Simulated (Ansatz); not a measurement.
## Short convergence ladders for MgAl₂Ge₂ (P3m1, 5 atoms in the cell)

```
CELL_PARAMETERS angstrom
      4.10584     0.00000     0.00000
     -2.05292     3.55576     0.00000
      0.00000     0.00000     6.77438
ATOMIC_POSITIONS crystal
  Mg 0.00000 0.00000 0.00738
  Al 0.66667 0.33333 0.36759
  Al 0.33333 0.66667 0.63241
  Ge 0.66667 0.33333 0.75695
  Ge 0.33333 0.66667 0.24305
```

Base method: PBEsol, default PAW files made with PBE (plane waves; Ansatz, a quantum-chemistry and plane-wave program).

Base settings: basis.ecutwfc = 30.9 Ry; kpoints.mp_grid.grid = 9 9 5; hamiltonian.xc = pbesol; hamiltonian.pseudopotentials = {kind: paw} (the program's default PAW files); scf.occupations.method = fermi_dirac; scf.occupations.width = 0.0073 Ry.

The count of work is k-points × plane waves × bands × iterations; it is no time. Core times come from one kind of shared machine, to one figure; runs under 30 s give none.

**The k-point mesh at a smearing width of 0.3 eV**

In this ladder: scf.occupations.width = 0.022 Ry.

Only quantities that move along the ladder and can be compared are tabulated.

| kpoints.mp_grid.grid | free energy less the last step's (meV/atom) | pressure (GPa) | largest difference of a force vector from the last step's (eV/Å) | count of work / last |
|---|---|---|---|---|
| 3 3 2 | 111.92 | 0.22 | 0.192 | 0.012 |
| 4 4 2 | 33.71 | 0.05 | 0.089 | 0.016 |
| 5 5 3 | 11.59 | 0.11 | 0.046 | 0.024 |
| 6 6 3 | 2.25 | 0.05 | 0.022 | 0.034 |
| 7 7 4 | -0.47 | -0.02 | 0.007 | 0.056 |
| 8 8 5 | -0.50 | -0.01 | 0.006 | 0.080 |
| 10 10 6 | -0.23 | 0.00 | 0.001 | 0.14 |
| 12 12 7 | -0.04 | 0.00 | 0.000 | 0.20 |
| 22 22 12 | 0.00 | 0.00 | 0.000 | 1.0 |

Coarsest kpoints.mp_grid.grid that holds the free energy within 2 meV/atom of the last step, with all finer ones: 7 7 4, at 0.056 of the last step's count of work; the step before is off by 2.3 meV/atom.

Coarsest kpoints.mp_grid.grid that holds the forces within 0.01 eV/Å of the last step, with all finer ones: 7 7 4, at 0.056 of the last step's count of work; the step before is off by 0.022 eV/Å.

Coarsest kpoints.mp_grid.grid that holds the pressure within 0.2 GPa of the last step, with all finer ones: 4 4 2, at 0.016 of the last step's count of work; the step before is off by 0.22 GPa.

**The width of Gaussian smearing**

In this ladder: kpoints.mp_grid.grid = 15 15 8; scf.occupations.method = gaussian.

Narrow widths need finer meshes than wide ones, so the last steps can hold mesh noise.

Only quantities that move along the ladder and can be compared are tabulated; pressure and forces are left out, as mesh noise rules them at narrow widths.

| scf.occupations.width | free energy less the last step's (meV/atom) | energy extrapolated to zero width less the last step's (meV/atom) |
|---|---|---|
| 0.0735 Ry | -54.34 | 9.78 |
| 0.0367 Ry | -11.56 | 0.52 |
| 0.022 Ry | -3.96 | 0.08 |
| 0.0147 Ry | -1.68 | 0.03 |
| 0.0073 Ry | -0.33 | -0.02 |
| 0.0037 Ry | 0.00 | 0.00 |

Widest scf.occupations.width that holds the free energy within 5 meV/atom of the last step, with all finer ones: 0.022 Ry; the step before is off by 12 meV/atom.

Widest scf.occupations.width that holds the energy extrapolated to zero width within 1 meV/atom of the last step, with all finer ones: 0.0367 Ry; the step before is off by 9.8 meV/atom.

The extrapolation to zero width removes most of the smearing's effect on the energy.

**The mesh under tetrahedron occupations**

In this ladder: scf.occupations.method = tetrahedron; scf.occupations.width = default.

Only quantities that move along the ladder and can be compared are tabulated.

| kpoints.mp_grid.grid | free energy less the last step's (meV/atom) | pressure (GPa) | largest difference of a force vector from the last step's (eV/Å) | count of work / last | core time / last (rough) |
|---|---|---|---|---|---|
| 4 4 2 | 51.61 | -0.57 | 0.221 | 0.014 | – |
| 5 5 3 | 21.58 | -0.55 | 0.136 | 0.020 | – |
| 6 6 3 | 9.43 | -0.57 | 0.096 | 0.028 | – |
| 7 7 4 | 0.46 | -0.58 | 0.051 | 0.050 | – |
| 9 9 5 | -1.72 | -0.51 | 0.023 | 0.079 | – |
| 11 11 6 | -1.26 | -0.50 | 0.012 | 0.15 | – |
| 14 14 8 | -0.44 | -0.49 | 0.008 | 0.30 | 0.3 |
| 17 17 9 | -0.08 | -0.48 | 0.006 | 0.46 | 0.5 |
| 22 22 12 | 0.00 | -0.46 | 0.000 | 1.0 | 1 |

Coarsest kpoints.mp_grid.grid that holds the free energy within 1 meV/atom of the last step, with all finer ones: 14 14 8, at 0.30 of the last step's count of work and about 0.3 of the last step's time; the step before is off by 1.3 meV/atom.

State of the pressure at the end of the ladder: still drifting one way, by 0.02 GPa over the last two steps, so the last step is no safe reference.

On the base run: the starting cell comes from a database of computed structures (which also holds hypothetical and non-ambient phases and stackings), without a prior relaxation at this level. Its lattice was rescaled by up to half a per cent. One atom was moved a little off its site on purpose. Ansatz's pressure includes its estimate of the finite-basis (Pulay) stress.

Left out of this page: 2 runs of the series outside the window shown, repeating another row's setting, or not comparable.

Keys are those of Ansatz 0.2.
